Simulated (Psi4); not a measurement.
Psi4 1.11, unrestricted B3LYP/def2-svpd: silacyclobutane triplet (C1C[SiH2]C1), charge 0, multiplicity 3, 12 atoms. The geometry is a generated start, not checked to be a minimum at this level.

```
Item                                 Result
--------------------------  ---------------
task                                 energy
method                                b3lyp
basis                             def2-svpd
memory                                 3 GB
maxiter                                 100
keys of the molecule block      symmetry c1
scf_type                       df (default)
e_convergence               1e-06 (default)
d_convergence               1e-06 (default)
dft_radial_points              75 (default)
dft_spherical_points          302 (default)
basis functions                         148
grid points                          257421
```

```xyz
12

C      0.7482     0.2956     0.7641
C      0.8039    -0.8281    -0.2923
Si    -0.9908    -0.4550    -0.8347
C     -0.5672     0.9868     0.3480
H      1.6143     0.9588     0.7399
H      0.6693    -0.1182     1.7706
H      1.5482    -0.6268    -1.0625
H      1.0268    -1.8104     0.1211
H     -2.0039    -1.3889    -0.3408
H     -1.2218    -0.1349    -2.2445
H     -0.3886     1.9380    -0.1520
H     -1.2383     1.1832     1.1830
```

Charge 0 and multiplicity 3 are set for this test and not shown to be the ground state.

With the defaults (diis_start = 1, damping_percentage = 0, diis = true, scf_initial_accelerator = adiis, guess = auto, which took SAD, diis_max_vecs = 10, soscf = false, soscf_start_convergence = 0.01, level_shift = 0, level_shift_cutoff = 0.01) it converges in 12 SCF iterations. One run each on 2 threads, with these changes:
- soscf = true, soscf_start_convergence = 0.1
- diis_max_vecs = 3
- level_shift = 0.1, level_shift_cutoff = 0.001
- level_shift = 0.5, level_shift_cutoff = 0.001
- guess = sadno
- guess = gwh
- damping_percentage = 60, diis = false, scf_initial_accelerator = none
- damping_percentage = 60
- diis_start = 4

### Question
Which of these changes keep the SCF from converging, or lead it to another solution?

### Answer
No convergence: damping_percentage = 60; damping_percentage = 60, diis = false, scf_initial_accelerator = none (the run ends without SCF convergence in 100 iterations). Another solution: diis_start = 4 (180 meV higher). The rest reach the solution of the defaults.

| setting | SCF iterations | JK calls | end |
|---|---|---|---|
| the defaults | 12 | 13 | same solution |
| level_shift = 0.1, level_shift_cutoff = 0.001 | 12 | 13 | same solution |
| level_shift = 0.5, level_shift_cutoff = 0.001 | 15 | 16 | same solution |
| guess = sadno | 16 | 16 | same solution |
| diis_max_vecs = 3 | 16 | 17 | same solution |
| guess = gwh | 17 | 17 | same solution |
| soscf = true, soscf_start_convergence = 0.1 | 34 | 170 | same solution |
| diis_start = 4 | 29 | 30 | other solution, 180 meV higher |
| damping_percentage = 60 | 100 | 101 | no convergence |
| damping_percentage = 60, diis = false, scf_initial_accelerator = none | 100 | 101 | no convergence |

An SOSCF iteration holds several JK calls; a Hückel guess adds calls on atoms.
